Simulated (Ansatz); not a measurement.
BaHfS3 (Pnma, No. 62, 20 atoms in the cell; start mp-1105549) was calculated with r²SCAN (plane waves, PAW; Ansatz, a program for electronic structure).

Run with plane-wave cutoff 560 eV, 6×4×6 k mesh (along the axes of the cell as run), Fermi–Dirac smearing 0.01 eV, scalar-relativistic PAW data made under PBE.

Cell (relaxed at this level):

BaHfS$_{3}$ is modelled in the orthorhombic space group Pnma (No. 62), Pearson symbol oP20. Cell: a = 7.0593 Å, b = 9.9604 Å, c = 7.0129 Å, α = 90.00°, β = 90.00°, γ = 90.00°. Ba on 4c is coordinated by 8 S at 3.166–3.430 Å and 2 S at 3.876 Å and 2 S at 4.169 Å. Hf on 4b sees 6 S at 2.524–2.535 Å (octahedral). S1 on 4c sees 2 Hf at 2.524 Å and 2 Ba at 3.166–3.246 Å and 2 Ba at 3.876 Å. S2 on 8d has 2 Hf at 2.528–2.535 Å and 1 Ba at 3.181 Å and 2 Ba at 3.394–3.430 Å and 1 Ba at 4.169 Å. (Neighbours: up to the widest gap in distance over summed covalent radii, below 1.35, at either atom; cation-cation and far metal-metal contacts left out.)

**Question.** Give the computed band gap.

**Answer.** 
* **band gap**: 1.57 eV (on the SCF k mesh)

Note: the relaxation could not lower the start's symmetry, so the cell can be a saddle point above a distorted one.

Spin–orbit coupling is not included.

Static lattice: no zero-point or thermal effects.

Computing time: very roughly 50 core-minutes.

A start named mp-… is a Materials Project structure, which need not be a measured phase.
